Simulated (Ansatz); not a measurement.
System: CsCl-type CoGa. Method: PBE0 (plane waves, PAW; Ansatz, a first-principles code).

Run with plane-wave cutoff 460 eV, 10×10×10 k mesh, Fermi–Dirac smearing 0.05 eV, no spin polarisation, scalar-relativistic PAW data made under PBE.

Computed at the level's own relaxed cell.

Problem. What does this level give for the equilibrium volume per atom, bulk modulus, lattice parameter a and pressure derivative B′ of the bulk modulus?

Solution. 
- equilibrium volume per atom: 11.41 Å³/atom
- bulk modulus: 207 GPa
- lattice parameter a: 2.837 Å
- pressure derivative B′ of the bulk modulus: 4.7

Measured, for comparison: lattice constant a 2.878 Å (temperature not stated, copied from a table, unchecked, no zero-point or thermal correction; as tabulated in Monatshefte fuer Chemie und verwandte Teile anderer Wissenschaften 123, 509 (1992)). Computed (rounded) less measured: lattice constant a not scored (unchecked). A static lattice is as a rule a little smaller and stiffer than an uncorrected measurement, which narrows the difference in the lattice constant a and would widen misses of the other sign.

Note: the run has no spin polarisation, so it can have missed a magnetic state.

Computed values are for the static lattice.

It cost very roughly 30 core-minutes of CPU time.
